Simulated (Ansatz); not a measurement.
Relaxation of the outer planes of the (322) surface of fcc Pb in its 1x1 cell, outermost plane spacing 0.61 Å in the ideal cut.

Calculation: PBE (plane waves to 420 eV, PAW; Ansatz, an electronic-structure program).

Model: 18-atom slab, 10.4 Å thick at the start (thin: gaps and levels are the slab's own), 11x3x1 mesh, Fermi-Dirac 0.1 eV, dipole correction, all atoms relaxed; held to the start's symmetry, so lower structures may exist; no spin, no spin-orbit, no U.

```json
[
 {"plane": "1", "atoms": "Pb", "bulk spacing to the next (Å)": "0.611", "relaxed spacing (Å)": "0.444", "change (%)": "-27.3", "rumpling (Å)": "0.00"},
 {"plane": "2", "atoms": "Pb", "bulk spacing to the next (Å)": "0.611", "relaxed spacing (Å)": "0.594", "change (%)": "-2.7", "rumpling (Å)": "0.00"}
]
```
